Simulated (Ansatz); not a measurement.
# Re in the hcp (Mg type) structure (space group P6_3/mmc, No. 194)

Space group P6₃/mmc (No. 194); a = 2.758 Å, b = 2.758 Å, c = 4.463 Å, α = 90.00°, β = 90.00°, γ = 120.00°

```tsv
atom	site	symmetry	x	y	z
Re	2d	-6m2	0.6667	0.3333	0.2500
```

Level of theory: DFT with r2SCAN, PAW potentials and a 500 eV plane-wave cutoff in Ansatz (a quantum-chemistry and plane-wave program), no spin-orbit coupling, earlier PAW set. Γ-centred 19×19×11 mesh, Fermi–Dirac width 0.05 eV.

```yaml
volume_per_atom: 14.70 Å³
density: 21.04 g/cm³
band_gap: zero
total_energy: -10881.881 eV/atom (σ→0; compares only within this code and set-up)
```

No phonon test of stability was made. All final runs are without spin polarisation.
